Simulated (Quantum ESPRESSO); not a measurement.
**A series of runs on MgH2 (Pa-3, 12 atoms in the cell)**

```
CELL_PARAMETERS angstrom
      4.78923     0.00000     0.00000
      0.00000     4.78923     0.00000
      0.00000     0.00000     4.78923
ATOMIC_POSITIONS crystal
  Mg 0.50000 0.50000 0.00000
  Mg 0.00000 0.50000 0.50000
  Mg 0.00000 0.00000 0.00000
  Mg 0.50000 0.00000 0.50000
  H  0.15606 0.84394 0.34394
  H  0.84394 0.15606 0.65606
  H  0.34394 0.15606 0.84394
  H  0.65606 0.84394 0.15606
  H  0.65606 0.65606 0.65606
  H  0.34394 0.34394 0.34394
  H  0.84394 0.34394 0.15606
  H  0.15606 0.65606 0.84394
```

Base run A: PBEsol, GBRV 1.5 ultrasoft (PBESOL) pseudopotentials (Quantum ESPRESSO), self-consistent single point.

Its settings: ecutwfc = 40 Ry; ecutrho = 200 Ry; occupations = smearing; smearing = gaussian; degauss = 0.000734986 Ry; potentials = {Mg: mg_pbesol_v1.4.uspp.F.UPF, H: h_pbesol_v1.4.uspp.F.UPF}; K_POINTS = automatic 6 6 6 0 0 0; conv_thr = 1e-10 Ry.

The starting cell comes from a database of computed structures (which also holds hypothetical and non-ambient phases and stackings), without a prior relaxation at this level.

ΔF is the free energy per atom less that of run A. 

```tsv
run	K_POINTS	ΔF (meV/atom)	pressure (GPa)	largest force (eV/Å)	gap on the mesh (eV)	k-points
A	automatic 6 6 6 0 0 0	0.00	-0.18	0.046	2.423	24
B	automatic 3 3 3 0 0 0	-0.19	-0.19	0.047	2.423	4
C	automatic 3 3 3 1 1 1	0.35	-0.15	0.047	3.576	4
D	automatic 4 4 4 0 0 0	-0.09	-0.18	0.045	2.470	11
E	automatic 4 4 4 1 1 1	0.08	-0.18	0.047	3.114	4
F	automatic 5 5 5 0 0 0	0.00	-0.18	0.046	2.368	11
G	automatic 5 5 5 1 1 1	-0.01	-0.18	0.047	2.868	11
H	automatic 6 6 6 1 1 1	-0.01	-0.18	0.046	2.744	11
I	automatic 6 6 6 0 0 1	0.00	-0.18	0.046	2.438	48
```

Run D against A: The free energy hardly moves (within 1 meV/atom), the pressure stays at -0.18 GPa, the largest force hardly changes (0.046 to 0.045 eV/Å) and the gap on the mesh goes from 2.423 to 2.470 eV.

Run G against A: The free energy stays essentially unchanged (within 1 meV/atom), the pressure stays at -0.18 GPa, the largest force hardly changes (0.046 to 0.047 eV/Å) and the gap on the mesh goes from 2.423 to 2.868 eV.

Run F against A: The free energy hardly moves (within 1 meV/atom), the pressure stays at -0.18 GPa, the largest force stays at 0.046 eV/Å and the gap on the mesh goes from 2.423 to 2.368 eV.
